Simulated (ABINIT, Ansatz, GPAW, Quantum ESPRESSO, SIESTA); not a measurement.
One structure in several programs: VOs (Pm-3m, 2 atoms in the cell)

Self-consistent single point.

```xyz
2
Lattice="2.9427 0.0000 0.0000 0.0000 2.9427 0.0000 0.0000 0.0000 2.9427" Properties=species:S:1:pos:R:3 pbc="T T T"
V      0.0000     0.0000     0.0000
Os     1.4713     1.4713     1.4713
```
Moments meant for the start (each program seeds them in its own way; μB, in the order of the atoms V Os): 2.0 0.0.

All programs got the same cell, k-point mesh and kind of occupations, and the same starting moments (in Ansatz's words: kpoints.mp_grid.grid = 9 9 9; magnetization.spin_polarized = true; scf.occupations.method = fermi_dirac; scf.occupations.width = 0.1 eV); potentials, basis and cutoffs are each program's usual ones.

| code | model | pressure (GPa) | k-points | cutoff |
|---|---|---|---|---|
| GPAW | PBEsol, GPAW PAW datasets PBEsol (made by gpaw-setup) | 16.97 | 35 | 800 eV |
| ABINIT | PBEsol, norm-conserving pseudopotentials (PseudoDojo nc-sr-04 PBEsol standard) | 16.20 | 35 | 42 Ha |
| Quantum ESPRESSO | PBEsol, PseudoDojo standard norm-conserving (PBESOL) pseudopotentials | 16.20 | 35 | 85 Ry |
| Ansatz | PBEsol, PAW files made with PBE | 16.26 | 35 | default |
| SIESTA | GGA PBEsol, numerical atomic orbitals DZP, PseudoDojo PBEsol standard norm-conserving potentials (rewritten from UPF to PSML) | 16.89 | 365 | grid 400 Ry |

The spread over the programs that give each value: pressure within 0.77 GPa.

The starting cell comes from a database of computed structures (which also holds hypothetical and non-ambient phases and stackings), without a prior relaxation at this level. Its lattice was rescaled by a random factor within 2.5 % of one. On Ansatz's run: Spin-orbit coupling is off. The starting moments vanished: the run ended non-magnetic, which need not be the lowest state. The program warned that a starting moment was not kept. In the base run, with a pressure of about 16 GPa the cell is away from its equilibrium volume at this level.

### Question
Why do the programs differ, and what cannot be compared?

### Answer
Differences of this kind can come from the potentials, where these differ, and from what each basis and cutoff leave unconverged. The valence holds different numbers of electrons (GPAW 27, ABINIT 29, Quantum ESPRESSO 29, Ansatz (a quantum-chemistry and plane-wave program) 29, SIESTA 29). The zero of total energies and Fermi levels follows the potentials and each program's conventions, so they are not compared here. SIESTA uses small atom-centred bases, whose incompleteness enters pressures, forces and empty levels differently from a plane-wave cutoff. Ansatz's pressure is given at a fixed set of plane waves, as the other plane-wave codes print theirs; with its correction for the finite basis it is 16.47 GPa (the shift of 0.21 GPa shows how far the cutoff is from converged). The programs reduce the same mesh by symmetry to different extents, which changes the work and not the result.

Left out of this page: Elk and FLEUR (not drawn, or without a comparable value).

Keys are those of Ansatz 0.2.
